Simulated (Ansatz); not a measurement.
A relaxation of the atoms of Ge (P3m1, 4 atoms in the cell) with Ansatz (a first-principles code).

Computed with LDA (PW92), PAW files made with PBE (plane waves; Ansatz).

The change in words: one atom moved by 0.15 angstrom; relax: default → atoms; relax.f_tol: default → 0.005 eV/Å. Reference geometry:
```
CELL_PARAMETERS angstrom
      3.97760     0.00000     0.00000
     -1.98880     3.44470     0.00000
      0.00000     0.00000     6.56638
ATOMIC_POSITIONS crystal
  Ge 0.66667 0.33333 0.06290
  Ge 0.33333 0.66667 0.93710
  Ge 0.33333 0.66667 0.56290
  Ge 0.66667 0.33333 0.43710
```

Reference input (self-consistent single point, DFT, LDA (PW92), plane waves, PAW files made with PBE): basis.ecutwfc = 30.9 Ry; kpoints.mp_grid.grid = 10 10 5; hamiltonian.xc = lda; hamiltonian.pseudopotentials = {kind: paw} (the program's default PAW files); scf.occupations.method = fermi_dirac; scf.occupations.width = 0.0073 Ry. This run's input differs from it in these lines:

```diff
@@ -6,3 +6,3 @@
   atoms:
-    - { symbol: Ge, position: [0.666667, 0.333333, 0.062900] }
+    - { symbol: Ge, position: [0.666667, 0.333333, 0.085744] }
     - { symbol: Ge, position: [0.333333, 0.666667, 0.937100] }
@@ -19,2 +19,4 @@
   occupations: { method: fermi_dirac, width: 0.0073 Ry }
+relax:
+  f_tol: 0.005
 output:
```

Log, with long lists cut:

```
   [... SCF lines of the steps left out ...]
relax step   1: F+E_penalty+E_count = -16862.68872323 eV  Δ(F+E_penalty+E_count) = +0.000e0 eV  max|allowed force component| = 2.141e0 eV/Å  Δτ_max = 0.0000 Å  (10 SCF iters, dr2 threshold 6.25e-7 eV, accepted)
relax step   2: F+E_penalty+E_count = -16862.82757986 eV  Δ(F+E_penalty+E_count) = -1.389e-1 eV  max|allowed force component| = 5.442e-1 eV/Å  Δτ_max = 0.1085 Å  (6 SCF iters, dr2 threshold 1.00e-4 eV, accepted)
relax step   3: F+E_penalty+E_count = -16862.83991430 eV  Δ(F+E_penalty+E_count) = -1.233e-2 eV  max|allowed force component| = 3.007e-2 eV/Å  Δτ_max = 0.0331 Å  (5 SCF iters, dr2 threshold 1.85e-5 eV, accepted)
relax step   4: F+E_penalty+E_count = -16862.83997359 eV  Δ(F+E_penalty+E_count) = -5.929e-5 eV  max|allowed force component| = 3.039e-3 eV/Å  Δτ_max = 0.0016 Å  (5 SCF iters, dr2 threshold 5.65e-8 eV, accepted)
relax step   5: F+E_penalty+E_count = -16862.83997360 eV  Δ(F+E_penalty+E_count) = -1.168e-8 eV  max|allowed force component| = 3.062e-3 eV/Å  Δτ_max = 0.0000 Å  (2 SCF iters, accepted)
the relaxation is at rest under the 6 symmetry operations that the run kept from its start: a minimum is not shown …
Stability not checked: this state was not tested for a lower state beside it, because too few of the mixer's solves of this state at the end of the SCF gave a …
Free energy (F): -16862.839974 eV
Internal energy: -16862.832008 eV  (E = F + TS)
E sigma→0 (E₀):  -16862.835991 eV
Entropy (-TS):   -0.007966 eV (-1.991 meV/atom)
Fermi energy:    8.362467 eV
--- Forces (eV/Å), atoms counted from 1 ---
  atom   1  Ge     0.00000000    -0.00000000    -0.00210041
   [... lines left out ...]
  atoms:
    - { symbol: Ge, position: [0.6666666666666665, 0.3333333333333333, 0.06867329837847096] }
    - { symbol: Ge, position: [0.3333333333333333, 0.6666666666666666, 0.9427384549964903] }
    - { symbol: Ge, position: [0.3333333333333333, 0.6666666666666666, 0.5686486008472629] }
    - { symbol: Ge, position: [0.6666666666666665, 0.3333333333333333, 0.44278364577777574] }
```

The run converged. 

Summary of the result:
| Item | Result |
|---|---|
| Free energy E − TS (on the zero of these files) | -16862.8400 eV |
| Fermi level (on the code's own zero) | 8.36 eV |
| Pressure | -1.00 GPa |
| Largest force (vector length) | 0.003 eV/Å |
| Relaxation steps | 5 |

The starting cell comes from a database of computed structures (which also holds hypothetical and non-ambient phases and stackings), without a prior relaxation at this level. Its lattice was rescaled by up to half a per cent. For this run, on top of that: one atom moved by 0.15 angstrom. The relaxation keeps the symmetry of its start, so its end need not be a minimum. Ansatz's pressure includes its estimate of the finite-basis (Pulay) stress.

Cost on one core of a shared machine: roughly 30 s.

Keys are those of Ansatz 0.2.
